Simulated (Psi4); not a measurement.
Psi4 1.11, B3LYP/def2-tzvp: Mo(NH)2(F)2 ([NH]=[Mo](=[NH])([F])[F]), 7 atoms. The geometry is a generated start, not checked to be a minimum at this level.

| Property | Result |
|---|---|
| task | energy |
| method | b3lyp |
| basis | def2-tzvp |
| memory | 3 GB |
| maxiter | 100 |
| keys of the molecule block | symmetry c1 |
| scf_type | df (default) |
| diis_max_vecs | 10 (default) |
| e_convergence | 1e-06 (default) |
| d_convergence | 1e-06 (default) |
| dft_radial_points | 75 (default) |
| dft_spherical_points | 302 (default) |
| effective core potentials | those of the basis set, past Kr |
| basis functions | 176 |
| grid points | 153002 |

```xyz
7

Mo     0.0363     0.3185     0.3568
N     -1.3526    -0.6724     0.0682
H     -2.0592    -1.3239    -0.2513
N      1.2816     0.0144    -0.8065
H      1.8802    -0.2945    -1.5625
F     -0.4654     2.0428     0.2049
F      0.6792    -0.0848     1.9904
```

Charge 0 and multiplicity 1 are set for this test and not shown to be the ground state.

With the defaults (diis = true, scf_initial_accelerator = adiis, damping_percentage = 0, level_shift = 0, level_shift_cutoff = 0.01, soscf = false, soscf_start_convergence = 0.01, guess = auto, which took SAD) it converges in 12 SCF iterations. One run each on 2 threads, with these changes:
- guess = sapgau
- soscf = true
- level_shift = 0.5, level_shift_cutoff = 0.001
- level_shift = 0.1, level_shift_cutoff = 0.001
- diis = false, scf_initial_accelerator = none, damping_percentage = 60
- guess = gwh
- soscf = true, soscf_start_convergence = 0.001
- soscf = true, soscf_start_convergence = 0.1
- scf_initial_accelerator = ediis

Q: Which of these changes keep the SCF from converging, or lead it to another solution?

A: No convergence: diis = false, scf_initial_accelerator = none, damping_percentage = 60 (the run ends without SCF convergence in 100 iterations). The rest reach the solution of the defaults.

| setting | SCF iterations | JK calls | end |
|---|---|---|---|
| soscf = true, soscf_start_convergence = 0.1 | 7 | 28 | same solution |
| soscf = true | 8 | 29 | same solution |
| soscf = true, soscf_start_convergence = 0.001 | 9 | 25 | same solution |
| the defaults | 12 | 13 | same solution |
| level_shift = 0.1, level_shift_cutoff = 0.001 | 12 | 13 | same solution |
| scf_initial_accelerator = ediis | 12 | 13 | same solution |
| level_shift = 0.5, level_shift_cutoff = 0.001 | 13 | 14 | same solution |
| guess = sapgau | 14 | 14 | same solution |
| guess = gwh | 15 | 15 | same solution |
| diis = false, scf_initial_accelerator = none, damping_percentage = 60 | 100 | 101 | no convergence |

An SOSCF iteration holds several JK calls; a Hückel guess adds calls on atoms. 1 further run of the study ended by our limits or in an error and is left out.
